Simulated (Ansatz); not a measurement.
Start from KTaO₃ in the cubic perovskite structure (space group Pm-3m, No. 221; a = 4.024 Å).

Calculations: PBE (Ansatz, a first-principles code; PAW; 420 eV plane waves; scalar-relativistic without spin-orbit coupling).

Base values:

| Quantity | Result |
|---|---|
| Smallest direct gap | 2.78 eV |
| Lattice parameter a | 4.024 Å |
| Band gap | 2.16 eV |

The change: a hydrostatic pressure of 60 GPa.

Task: Estimate the effect on the smallest direct gap.

Result: The smallest direct gap goes up by 0.203 eV to 2.99 eV.

Task: How does this affect the lattice parameter a?

Result: The lattice parameter a shrinks by 0.264 Å (4.024 Å → 3.760 Å).

Task: Predict the new band gap.

Result: The band gap rises by 0.42 eV (2.16 eV → 2.58 eV).

Spin-orbit coupling, missing from the scalar runs, can matter with Ta. Load acts through the strain it causes; cell and atoms are relaxed under it. Whether these cells are dynamically stable was not tested. Competing high-pressure phases were not computed.
